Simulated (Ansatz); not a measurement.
The parent structure is Zr in the hcp (Mg type) structure (space group P6_3/mmc, No. 194; a = 3.244 Å, c = 5.158 Å; relaxed with 0.1 eV smearing). Axes: x lies along a and z along c of the hexagonal cell.

The values are results of Kohn–Sham DFT with the r2SCAN functional, run in Ansatz (an electronic-structure program) with PAW and 500 eV plane waves, without spin-orbit coupling, not measurements.

For the base:

The pressure is 0.0 GPa.

One thing is altered: the cell is stretched by 2.50 % along z with no lateral relaxation; the atoms relax in the strained cell.

What happens to the energy relative to the base?

The energy goes up by 7.4 meV/atom.

Predict the new pressure.

The pressure (mean of the normal stresses, compression positive) goes from zero to -2.3 GPa.

No phonon test of stability was made. The final runs are not spin-polarised.
